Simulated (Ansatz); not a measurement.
Checking a run of Ansatz (a first-principles code) on CuGaSe₂ (I-42d, 8 atoms in the cell). The aim is a self-consistent single point with DFT, PBE, plane waves, default PAW files.

Cell that was meant: a = 6.8899 Å, b = 6.8899 Å, c = 6.8899 Å, α = 131.20°, β = 131.20°, γ = 71.50°.

Part of the input:

Ansatz 0.2 input:
```yaml
# CuGaSe2
crystal:
  lattice:
    - [-5.37913200, 5.37913200, 10.56649400]
    - [5.37913200, -5.37913200, 10.56649400]
    - [5.37913200, 5.37913200, -10.56649400]
  atoms:
    - { symbol: Ga, position: [0.50000000, 0.50000000, 0.00000000] }
    - { symbol: Ga, position: [0.25000000, 0.75000000, 0.50000000] }
    - { symbol: Cu, position: [0.00000000, 0.00000000, 0.00000000] }
    - { symbol: Cu, position: [0.75000000, 0.25000000, 0.50000000] }
    - { symbol: Se, position: [0.87500000, 0.87500000, 0.50000000] }
    - { symbol: Se, position: [0.12500000, 0.62500000, 0.00000000] }
    - { symbol: Se, position: [0.37500000, 0.37500000, 0.50000000] }
    - { symbol: Se, position: [0.62500000, 0.12500000, 0.00000000] }
kpoints:
  mp_grid: { grid: [4, 4, 4] }
hamiltonian:
```

The program printed (abridged):

```
WARN basis.ecutwfc = 420 eV, the default
WARN ansatz: RAYON_NUM_THREADS=1 ignored (pool sized by the plan → 1); use --threads N
   [... lines left out ...]
Symmetry: 8 space group operations
Space group: I-42d (ITA 122), of the structure as read, at distance tolerance 1.1e-4 Å
k-points: 13 of 64 (time reversal used)
Initial density: superposition of atomic densities (neutral atoms: chi_scale 0, normalization atom), corrected by the library's trained network
Initial wavefunctions: pseudopotential atomic-orbital guess
Eigensolver: davidson
Functional: x = pbe(κ = 0.804, μ = 0.2195149727645171), c = pbe(β = 0.06672455060314922)
SCF iter   1: F=—  HF=-42674.208870 eV  |F-HF|=—  |Δ(HF+E_count)|=         —  Δρ=8.31e-3  dr2=4.53e0  ethr=1.77e-3  ⟨swp⟩=6.0  Hψ=3287  notcnv=0  defer=1
all-band conjugate gradients solve this SCF's bands
preconditioner: auto → LDOS
SCF iter   2: F=—  HF=-42673.702387 eV  |F-HF|=—  |Δ(HF+E_count)|=   5.06e-1  Δρ=1.21e-2  dr2=2.68e0  ethr=1.77e-3  ⟨swp⟩=3.0  Hψ=1651  notcnv=0  defer=39
   [... lines left out ...]
SCF iter  12: F=—  HF=-42673.363440 eV  |F-HF|=—  |Δ(HF+E_count)|=   1.78e-6  Δρ=7.22e-6  dr2=7.81e-7  ethr=2.91e-9  ⟨swp⟩=2.0  Hψ=1274  notcnv=0  defer=39
SCF iter  13: F=—  HF=-42673.363440 eV  |F-HF|=—  |Δ(HF+E_count)|=   2.43e-7  Δρ=2.90e-6  dr2=1.62e-7  ethr=6.10e-10  ⟨swp⟩=2.0  Hψ=1274  notcnv=0  defer=39
SCF iter  14: F=-42673.363441 eV  HF=-42673.363440 eV  |F-HF|=3.46e-8  |Δ(HF+E_count)|=   1.99e-7  Δρ=1.54e-6  dr2=4.14e-8  ethr=7.81e-11  ⟨swp⟩=13.7  Hψ=4031  notcnv=0
SCF 1 converged in 14 iterations: F = -42673.363441 eV  dr2 = 4.14e-8
Free energy (F): -42673.363441 eV
Internal energy: -42672.896573 eV  (E = F + TS)
E sigma→0 (E₀):  -42673.130007 eV
Entropy (-TS):   -0.466868 eV (-58.358 meV/atom)
Fermi energy:    -3.224430 eV
--- Forces (eV/Å), atoms counted from 1 ---
  atom   1  Ga    -0.00000000     0.00000000    -0.00000000
  atom   2  Ga    -0.00000000     0.00000000     0.00000000
  atom   3  Cu     0.00000000     0.00000000     0.00000000
  atom   4  Cu     0.00000000     0.00000000     0.00000000
  atom   5  Se    -0.06403033     0.00000000    -0.00000000
  atom   6  Se     0.00000000     0.06403033     0.00000000
  atom   7  Se     0.06403033     0.00000000     0.00000000
  atom   8  Se    -0.00000000    -0.06403033     0.00000000
--- Stress (GPa, compression-positive) ---
       -0.860189      -0.000000       0.000000
        0.000000      -0.860189       0.000000
        0.000000       0.000000      -0.820530
  P = ⅓ Tr σ = -0.8470 GPa (-8.470 kbar)
  The stress holds the Pulay correction. Without it, at fixed plane waves, as pw.x and ABINIT print it: P = -0.8518 GPa
```

**Question.** Can these results be used? Check the input.

**Answer.** The run is not sound. The fault is this: lattice typed in bohr, read as angstrom. 1 bohr is 0.529 Å, so a mix-up scales every length by 1.89 or 0.529 and the volume by 6.75 or 0.148. To fix it, give the lengths in the unit that the key or card expects. The run converged in 14 iterations without an error; against the sound input the free energy rises by 2.89 eV/atom, the pressure goes from 0.14 to -0.85 GPa and the largest force goes from 0.282 to 0.064 eV/Å.

The sound input it was made from differs as follows (other fixes are possible):
```diff
-    - [-5.37913200, 5.37913200, 10.56649400]
-    - [5.37913200, -5.37913200, 10.56649400]
-    - [5.37913200, 5.37913200, -10.56649400]
+    - [-2.84651400, 2.84651400, 5.59154800]
+    - [2.84651400, -2.84651400, 5.59154800]
+    - [2.84651400, 2.84651400, -5.59154800]
```

With that input, the run converged in 8 iterations: free energy E − TS (on the zero of these files) -42696.4995 eV; pressure 0.14 GPa; largest force (vector length) 0.282 eV/Å (DFT, PBE, plane waves, default PAW files).

On the sound input: the starting cell has typed, rounded lattice constants, without a prior relaxation at this level. Its lattice was rescaled by a random factor within 2.5 % of one. Spin polarisation is off. Ansatz's pressure includes its estimate of the finite-basis (Pulay) stress. A gap is left out here, as mesh or smearing make it unsure.
